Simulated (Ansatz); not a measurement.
## LiF: response to strain

The parent structure is LiF in the rock salt structure (space group Fm-3m, No. 225; a = 4.008 Å).

Strains are applied to the cell and any free atomic positions relax.

Computed with PBEsol in Ansatz (plane waves to 420 eV, PAW, no spin-orbit coupling).

Candidates:
(a) isotropic strain −0.50 %
(b) isotropic strain +3.00 %
(c) isotropic strain +1.00 %
(d) isotropic strain −2.50 %

Before the change:

```
Property    Value
--------  -------
Band gap  9.05 eV
```

**Question.** Order them by band gap, highest first.

**Answer.** (d) isotropic strain −2.50 % (9.76 eV), (a) isotropic strain −0.50 % (9.18 eV), (c) isotropic strain +1.00 % (8.79 eV), (b) isotropic strain +3.00 % (8.30 eV)

No phonon test of stability was made.

Ansatz is a first-principles code.
